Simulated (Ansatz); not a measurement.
## Convergence series on SrCl₂ (Fm-3m, 3 atoms in the cell)

```
SrCl2
1.0
    0.00000     3.56729     3.56729
    3.56729     0.00000     3.56729
    3.56729     3.56729     0.00000
Sr Cl
1 2
Direct
  0.00000   0.00000   0.00000
  0.75000   0.75000   0.75000
  0.25000   0.25000   0.25000
```

Method: PBE, PAW files (plane waves; Ansatz, an electronic-structure program).

The starting cell comes from a database of computed structures (which also holds hypothetical and non-ambient phases and stackings), without a prior relaxation at this level. Its lattice was rescaled by a random factor within 2.5 % of one. Ansatz's pressure includes its estimate of the finite-basis (Pulay) stress.

Held fixed: kpoints.mp_grid.grid = 6 6 6; hamiltonian.xc = pbe; hamiltonian.pseudopotentials = {kind: paw} (the program's default PAW files); scf.occupations.method = fixed.

ΔF is the free energy per atom less that of the last row (840 eV).

The first pressure column holds Ansatz's estimate of the finite-basis (Pulay) stress, which hides part of the cutoff error; the other is without it.

```tsv
basis.ecutwfc	ΔF (meV/atom)	pressure (GPa)	gap on the mesh (eV)	pressure at a fixed set of plane waves (GPa)	plane waves	iterations
170 eV	618.2	-0.79	5.022	-15.81	459	7
210 eV	?	-1.34	5.077	-4.99	609	7
250 eV	?	-1.18	5.084	-1.97	869	8
295 eV	1.71	-1.20	5.087	-1.28	1037	8
335 eV	0.51	-1.21	5.086	-1.22	1243	8
380 eV	0.23	-1.21	5.086	-1.22	1471	8
420 eV	0.12	-1.21	5.086	-1.22	1807	8
485 eV	0.07	-1.21	5.086	-1.21	2229	8
545 eV	0.04	-1.21	5.086	-1.21	2685	8
630 eV	0.02	-1.21	5.086	-1.21	3287	8
735 eV	0.01	-1.21	5.086	-1.21	4111	7
840 eV	0.00	-1.21	5.086	-1.21	5029	8
```

What belongs in the gaps?


- 210 eV, ΔF (meV/atom): 113.9
- 250 eV, ΔF (meV/atom): 17.8

Keys are those of Ansatz 0.2.
